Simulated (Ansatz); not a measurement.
The starting structures come from a database of crystals and need not be the phases stable at ambient conditions.

 Where the default PAW files enter, the runs use the earlier of Ansatz's two default sets.

The decay constant κ of evanescent states in the gap governs leakage through a thin film.

Input:

```
Cu2O
1.0
    4.33163     0.00000     0.00000
    0.00000     6.12586     0.00000
    0.00000     3.06293     3.00287
Cu O
4 2
Direct
  0.25000   0.75000   0.50000
  0.75000   0.75000   0.00000
  0.25000   0.25000   0.50000
  0.75000   0.25000   0.00000
  0.50000   0.50000   0.00000
  0.00000   0.00000   0.00000
```

Space group of this cell: Cmme. The cell is strained (lengths across the current scaled by 1.02, ions clamped); by r2SCAN its mean pressure is -4.7 GPa.

Transport runs along the normal of the first two printed cell vectors.

The gap is the functional's own. No spin-orbit coupling. Mid-gap values are interpolated on the energy grid.

Q: State the band gap and the smallest decay constant κ at mid-gap according to r2SCAN in Ansatz (a quantum-chemistry and plane-wave program).

A: Gap 0.68 eV on a 8×10×10 mesh; κ = 0.123 1/Å, at the zone centre.
